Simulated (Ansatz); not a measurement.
**fcc Al (0 0 1) on silicon (0 0 1) (film strained to the substrate, faces as cut)**

A periodic stack without vacuum, fcc Al (0 0 1) on silicon (0 0 1) (film strained to the substrate, faces as cut): substrate slab Si12, film Al12, surface cells [[1, 0], [1, 1]] and [[0, -1], [2, 1]], film strained by -4.3 and -4.3 %, faces Si/Si and Al/Al as cut (like faces can put a slab off its formula).

The start was prepared with a machine-learned potential, and the result is one local minimum, with the in-plane cell held and forces under 0.04 eV/Å; the film can end far from its bulk form.

Computed with PBE (plane waves to 420 eV, PAW; Ansatz, a program for electronic structure). No spin–orbit coupling; the runs are not spin-polarised; PBE gaps are too small against experiment. Its k-point mesh 8×8×1, Fermi–Dirac width 0.05 eV.

```
Item                                                                                       Result
--------------------------------------------------------------------------------  ---------------
interface area                                                                            15.0 Å²
period                                                                                    29.37 Å
gaps between the outermost planes at the two interfaces                           1.70 and 1.70 Å
Al–Si contacts across the interfaces within 1.22 times the sum of covalent radii   8, mean 2.65 Å
hole barrier (PBE)                                                                        0.25 eV
electron barrier (PBE)                                                                    0.36 eV
```

```yaml
crystal:
  lattice:
    - [3.86716, -0.00046, -0.07416]
    - [-0.00029, 3.86768, -0.04012]
    - [-1.21990, -1.60138, 29.41863]
  atoms:
    - { symbol: Si, position: [0.03158, 0.91237, 0.08004] }
    - { symbol: Si, position: [0.50963, 0.88593, 0.03109] }
    - { symbol: Si, position: [0.57403, 0.45837, 0.17318] }
    - { symbol: Si, position: [0.05283, 0.43552, 0.12668] }
    - { symbol: Si, position: [0.11668, 0.00468, 0.26624] }
    - { symbol: Si, position: [0.59538, 0.98140, 0.21971] }
    - { symbol: Si, position: [0.65960, 0.55087, 0.35933] }
    - { symbol: Si, position: [0.13809, 0.52767, 0.31279] }
    - { symbol: Si, position: [0.20245, 0.09714, 0.45238] }
    - { symbol: Si, position: [0.68074, 0.07373, 0.40585] }
    - { symbol: Si, position: [0.75154, 0.64252, 0.54802] }
    - { symbol: Si, position: [0.22793, 0.62002, 0.49901] }
    - { symbol: Al, position: [0.32804, 0.20597, 0.68069] }
    - { symbol: Al, position: [0.82838, 0.70699, 0.68261] }
    - { symbol: Al, position: [0.78820, 0.16981, 0.60577] }
    - { symbol: Al, position: [0.29120, 0.67349, 0.61318] }
    - { symbol: Al, position: [0.40454, 0.27795, 0.82582] }
    - { symbol: Al, position: [0.90453, 0.77739, 0.82463] }
    - { symbol: Al, position: [0.86745, 0.24151, 0.75311] }
    - { symbol: Al, position: [0.36764, 0.74229, 0.75433] }
    - { symbol: Al, position: [0.47912, 0.35402, 0.97321] }
    - { symbol: Al, position: [0.97571, 0.84945, 0.96575] }
    - { symbol: Al, position: [0.94176, 0.31407, 0.89820] }
    - { symbol: Al, position: [0.44096, 0.81284, 0.89638] }
```
